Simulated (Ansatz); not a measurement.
Defect migration in cubic BaZrO3: interstitial Li, charge state +1. Level of theory: PBE, PAW (plane waves to 420 eV; Ansatz, a quantum-chemistry and plane-wave program).

60-site cell at the relaxed PBE lattice, the Γ point alone, smearing 0.01 eV, spin-restricted, no finite-size correction. Energies are static. Spin-orbit coupling is left out. The host phase is not the lowest at 0 K, so the defect can set off distortions of the whole cell. The charge state is imposed; whether it is stable for some Fermi level was not computed. Sites that were not tried may lie lower.

Barriers: single points on a 2×2×2 k-point mesh shifted by half a step at the bands' geometries (they differ from the bands' own by up to 0.14 eV, and are uncertain by about as much).

Relaxed starting cell (atoms counted from 1):

```
CELL_PARAMETERS angstrom
      8.45454     0.00000     0.00000
      0.00000     8.45454     0.00000
      0.00000     0.00000    12.68181
ATOMIC_POSITIONS crystal
  Ba 0.98295 0.00647 0.97438
  Ba 0.98761 0.00425 0.36651
  Ba 0.98840 0.00544 0.67475
  Ba 0.99019 0.50765 0.00851
  Ba 0.98849 0.50446 0.34497
  Ba 0.98862 0.50717 0.67596
  Ba 0.48447 0.00554 0.00817
  Ba 0.48833 0.00495 0.34221
  Ba 0.48702 0.00569 0.67661
  Ba 0.48822 0.50647 0.00883
  Ba 0.48973 0.50418 0.34395
  Ba 0.48556 0.50611 0.67432
  Zr 0.24268 0.25575 0.17562
  Zr 0.24121 0.25701 0.50992
  Zr 0.24116 0.25883 0.84128
  Zr 0.24387 0.75078 0.17586
  Zr 0.24085 0.75416 0.50952
  Zr 0.24081 0.75444 0.84156
  Zr 0.74432 0.25178 0.17512
  Zr 0.73679 0.25779 0.51013
  Zr 0.73585 0.26017 0.84049
  Zr 0.74331 0.75535 0.17540
  Zr 0.73643 0.75286 0.51008
  Zr 0.73517 0.75221 0.84062
  O  0.25029 0.99813 0.16136
  O  0.26090 0.99848 0.49209
  O  0.26654 0.99849 0.83192
  O  0.26366 0.49914 0.15805
  O  0.27009 0.49894 0.49884
  O  0.25931 0.49942 0.82318
  O  0.78474 0.99768 0.16587
  O  0.76683 0.99799 0.50426
  O  0.76027 0.99759 0.82772
  O  0.77708 0.49828 0.16609
  O  0.76416 0.49867 0.49478
  O  0.77445 0.49925 0.83327
  O  0.00603 0.22772 0.15428
  O  0.00175 0.24578 0.49430
  O  0.00172 0.23471 0.82481
  O  0.00571 0.76268 0.15199
  O  0.00149 0.74292 0.49159
  O  0.00126 0.75297 0.82317
  O  0.50396 0.23279 0.16041
  O  0.50107 0.23993 0.48945
  O  0.50007 0.24592 0.82295
  O  0.50351 0.75709 0.15622
  O  0.50059 0.74625 0.48812
  O  0.49958 0.73898 0.82100
  O  0.25585 0.25356 0.99794
  O  0.24925 0.25508 0.33269
  O  0.25249 0.24337 0.66608
  O  0.25494 0.74137 0.99764
  O  0.24949 0.74050 0.33231
  O  0.25117 0.75223 0.66554
  O  0.74856 0.24579 0.99867
  O  0.75334 0.24449 0.33329
  O  0.74851 0.25465 0.66721
  O  0.74769 0.74638 0.99829
  O  0.75102 0.74915 0.33303
  O  0.74738 0.73806 0.66650
  Li 0.01536 0.99630 0.16730
```
Cell charge +1.

End state 1 differs by these moves (Å; atoms that move under 0.15 Å are left out):

```
atom  element     Δx     Δy     Δz
----  -------  -----  -----  -----
1          Ba   0.52  -0.02   0.46
2          Ba   0.18   0.03  -0.29
3          Ba   0.24   0.00   0.01
4          Ba   0.17   0.00   0.01
5          Ba   0.15   0.02   0.03
6          Ba   0.20   0.00  -0.04
7          Ba  -0.16   0.01   0.05
8          Ba   0.18   0.04   0.00
9          Ba   0.20   0.00   0.03
10         Ba   0.18  -0.01   0.00
11         Ba   0.20   0.01   0.01
12         Ba   0.23   0.00   0.00
14         Zr   0.17  -0.01  -0.01
15         Zr   0.16   0.00  -0.03
17         Zr   0.18   0.02  -0.01
18         Zr   0.17  -0.03  -0.03
20         Zr   0.20  -0.03  -0.01
21         Zr   0.22  -0.04   0.00
23         Zr   0.20   0.05  -0.02
24         Zr   0.23   0.00  -0.01
26          O  -0.23   0.00   0.04
27          O  -0.25   0.01   0.03
28          O  -0.16  -0.02  -0.04
29          O  -0.34  -0.01   0.03
30          O  -0.29   0.01   0.11
31          O  -0.37  -0.03  -0.21
32          O  -0.29   0.01  -0.13
33          O  -0.32   0.00   0.19
34          O  -0.25  -0.03  -0.19
35          O  -0.22  -0.01   0.00
36          O  -0.35  -0.01   0.09
40          O  -0.02  -0.24   0.11
46          O  -0.02  -0.22   0.03
55          O   0.08  -0.14   0.00
58          O   0.11   0.14  -0.01
61         Li  -2.22  -0.01  -2.19
```

What is the computed forward and backward barriers to end state 1 (PBE, PAW)?

forward 0.86 eV, backward 0.69 eV; at the saddle point atom 61 has neighbours O at 1.72, O at 1.95, O at 2.04 Å. The saddle point's order was not checked.
